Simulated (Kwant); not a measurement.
System: wire with a row of barriers in a CdTe two-dimensional gas. Effective mass 0.096 mₑ, grid spacing 2 nm, hard walls, nominal width 40 nm (19 grid rows, so walls 40 nm apart), one parabolic valley, scattering region 200 nm long along x; energies count from the band bottom; Fermi energy swept from 0.0019585 to 0.023257 eV. 2 barrier(s) across the wire, height 0.11 eV, thickness 6 nm (about 3 grid columns), spaced by 16 nm.

The device is made up for the run: typed textbook-type constants, with dimensions and the other settings drawn at random.

Computed with Kwant: effective-mass tight-binding model on a square grid, one spin, coherent transport at 0 K. Conductance is in e²/h.

Task: How many channels do the leads carry at E = 7.72, 13.1, 15.8 meV?

Result: The hard-wall thresholds are n² ħ²π²/(2mW²) = n² × 2.45 meV with W = 40 nm. √(7.72/2.45) = 1.78, so 1. √(13.1/2.45) = 2.31, so 2. √(15.8/2.45) = 2.54, so 2.
